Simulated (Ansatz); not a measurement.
Base system: HfO2 in the fluorite structure (space group Fm-3m, No. 225; a = 5.098 Å).

Modification: an isotropic linear strain of −0.50 %, atoms relaxed at fixed cell.

Calculations: Kohn–Sham DFT with the PBE functional, run in Ansatz (a first-principles code) with PAW and 420 eV plane waves, no spin-orbit coupling.

Base, band edges from the VBM (valence, conduction): X 0.00, 3.75; W -0.20, 4.75; L -1.82, 4.55; Γ -0.61, 3.85; K -0.33, 4.27; U -0.33, 4.27 eV.

### Question
Give the band edges at the high-symmetry points of the new zone, measured from its valence-band maximum.

### Answer
```
point  valence edge (eV)  conduction edge (eV)
-----  -----------------  --------------------
Γ                  -0.62                  3.88
X                   0.00                  3.78
U                  -0.34                  4.31
K                  -0.34                  4.31
L                  -1.84                  4.61
W                  -0.21                  4.81
```

The gap is 3.78 eV, direct at X.

With Hf present, leaving out spin-orbit coupling can change the band edges. Whether these cells are dynamically stable was not tested. This is not the structure that HfO2 has at room temperature and ambient pressure.
